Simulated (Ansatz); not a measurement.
Results of HSE06 (PAW; Ansatz, a first-principles code) for PbI2 (P6₃mc, No. 186, 12 atoms in the cell; start mp-567542).

Run with plane-wave cutoff 460 eV, 6×6×1 k mesh (along the axes of the cell as run), Fermi–Dirac smearing 0.01 eV, scalar-relativistic PAW data made under PBE.

Cell (relaxed with PBEsol):

```xyz
12
Lattice="4.5411 0.0000 0.0000 -2.2706 3.9327 0.0000 0.0000 0.0000 28.3461" Properties=species:S:1:pos:R:3 pbc="T T T"
Pb     0.0000     2.6218    21.2649
Pb     2.2706     1.3109     7.0919
Pb     0.0000     2.6218    -0.0052
Pb     2.2706     1.3109    14.1678
I      0.0000     2.6218     5.2301
I      2.2706     1.3109    19.4031
I      0.0000     0.0000    23.1274
I      0.0000     0.0000     8.9544
I      0.0000     0.0000     1.8563
I      0.0000     0.0000    16.0294
I      2.2706     1.3109    26.4782
I      0.0000     2.6218    12.3052
```

What does this level give for the band gap?


- band gap = 2.97 eV (on the SCF k mesh)

Note: cell and atoms aren't relaxed at this level (pressure 1.2 GPa).

Spin–orbit coupling is not included; with these elements it can move the gap by several tenths of an eV or more.

The computed numbers hold no vibrational or temperature effects.

The result took very roughly 13 core-minutes.

A start named mp-… is a Materials Project structure, which need not be a measured phase.
